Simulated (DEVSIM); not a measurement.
Device: abrupt CdTe p-n junction, at 300 K.

Layer 1 from the left is CdTe, thickness (μm) 0.820, Na (cm⁻³) 1.5e16, τn (s) 2.2e-9, τp (s) 7.2e-8. Layer 2 from the left is CdTe, thickness (μm) 3.30, Nd (cm⁻³) 4.4e16, τn (s) 7.2e-8, τp (s) 7.2e-8.

Left contact: ohmic. Right contact: ohmic. Voltage is applied to the left contact. Recombination: SRH at mid-gap, radiative, Auger. Mobility is constant in doping.

The device is made up for the run: typed textbook-type constants, with dimensions and the other settings drawn at random. Values at 300 K.

CdTe: gap (eV) 1.5, affinity (eV) 4.28, permittivity 10.2, Nc (cm⁻³) 8e17, Nv (cm⁻³) 1.8e19, μn (cm²/Vs) 1000, μp (cm²/Vs) 80, B (cm³/s) 1e-10, Cn (cm⁶/s) 1e-30, Cp (cm⁶/s) 1e-30.

DEVSIM, 1D drift-diffusion, Boltzmann statistics, complete ionisation; no tunnelling, impact ionisation, image-force lowering or self-heating.

Dark forward current:

```tsv
|V| (V)	|J| (A/cm²)
0.05	1.308e-11
0.10	5.245e-11
0.15	1.647e-10
0.20	4.733e-10
0.25	1.313e-9
0.30	3.600e-9
0.35	9.832e-9
0.40	2.688e-8
0.45	7.368e-8
0.50	2.030e-7
0.55	5.643e-7
0.60	1.594e-6
0.65	4.648e-6
0.70	1.443e-5
0.75	5.022e-5
0.80	0.0002067
0.85	0.001023
0.90	0.005854
0.95	0.03655
1.00	0.2381
1.05	1.574
1.10	10.21
1.15	59.56
1.20	251.7
1.25	679.5
1.30	1342
```

Task: Work out the local ideality factor n = ΔV / (kT/q · ln(J2/J1)) between the rows 0.15 and 0.20 V, 1.00 and 1.05 V, 1.25 and 1.30 V.

Result: kT/q = 25.85 mV. From 0.15 to 0.20 V: ln(4.733e-10/1.647e-10) = 1.056, n = 1.83. From 1.00 to 1.05 V: ln(1.574/0.2381) = 1.889, n = 1.02, near the 1 of diffusion or emission over a barrier. From 1.25 to 1.30 V: ln(1342/679.5) = 0.681, n = 2.84.

Task: Estimate the current at 1.00 V from the Shockley equation with J0 = Σ q ni² D/(N L) coth(W/L), τ joining the SRH, radiative and Auger lifetimes that are on, and W taken as the whole layer.

Result: ni² = 9.07e11 cm⁻⁶; electrons in the p layer: μ = 1000 cm²/Vs, D = 25.9 cm²/s, τ = 2.19e-9 s, L = 2.38 μm, W/L = 0.34, term 3.17e-18 A/cm²; holes in the n layer: μ = 80.0 cm²/Vs, D = 2.07 cm²/s, τ = 5.47e-8 s, L = 3.36 μm, W/L = 0.98, term 2.69e-20 A/cm². J0 = 3.20e-18 A/cm², and J = J0 exp(qV/kT) = 0.202 A/cm². The simulation gives 0.238 A/cm²; the estimate lies 15 % below. The estimate leaves out recombination in the depletion region and that region's share of W.
